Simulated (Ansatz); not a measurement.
A computed series for C: response to strain

Consider C in the diamond structure (space group Fd-3m, No. 227).

```xyz
2
Lattice="0.0000 1.7659 1.7659 1.7659 0.0000 1.7659 1.7659 1.7659 0.0000" Properties=species:S:1:pos:R:3 pbc="T T T"
C      0.0000     0.0000     0.0000
C      0.8829     0.8829     0.8829
```

Cartesian axes are those of the cell as printed.

Strains are applied to the cell and any free atomic positions relax; under biaxial strain the out-of-plane vector relaxes too.

All numbers come from LDA/PAW in Ansatz (a program for electronic structure), scalar-relativistic without spin-orbit coupling.

```json
[
 {"biaxial strain, plane normal [111], relaxed out of plane (%)": "0", "out-of-plane strain (%)": "0.00"},
 {"biaxial strain, plane normal [111], relaxed out of plane (%)": "0.42", "out-of-plane strain (%)": "-0.05"},
 {"biaxial strain, plane normal [111], relaxed out of plane (%)": "0.83", "out-of-plane strain (%)": "-0.09"},
 {"biaxial strain, plane normal [111], relaxed out of plane (%)": "1.25", "out-of-plane strain (%)": "-0.14"},
 {"biaxial strain, plane normal [111], relaxed out of plane (%)": "1.67", "out-of-plane strain (%)": "-0.18"},
 {"biaxial strain, plane normal [111], relaxed out of plane (%)": "2.08", "out-of-plane strain (%)": "?"},
 {"biaxial strain, plane normal [111], relaxed out of plane (%)": "2.5", "out-of-plane strain (%)": "-0.27"}
]
```

### Question
Fit ε⊥ = −νε + γε² (strains in %) to the rows shown and predict the withheld row.

### Answer
Least squares on the printed values gives ν = 0.11 (the biaxial Poisson response) and γ = 0.002 (largest residual 0.00 %); this predicts -0.23 %, and the run gives -0.23 %, in agreement.

No phonon test of stability was made.
